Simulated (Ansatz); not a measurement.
Start from Li2S in the anti-fluorite structure (space group Fm-3m, No. 225; a = 5.655 Å).

The values are results of plane-wave PAW DFT at the PBEsol level (Ansatz, an electronic-structure program, 420 eV), no spin-orbit coupling, not measurements.

Before the change:

```
Property                      Result
-------------------  ---------------
Band gap                     3.20 eV
Gap character        indirect, Γ → X
Smallest direct gap          4.21 eV
```

Perturbation: the cell is scaled by 0.9700 in all directions; the atoms relax in the strained cell.

Task: Estimate the effect on the band gap, energy relative to the base, gap character and smallest direct gap.

Result: The band gap decreases by 0.08 eV (3.20 eV → 3.12 eV); the energy grows by 18 meV/atom; the gap character is still indirect, Γ → X; the smallest direct gap grows by 0.49 eV to 4.70 eV.

Whether these cells are dynamically stable was not tested.
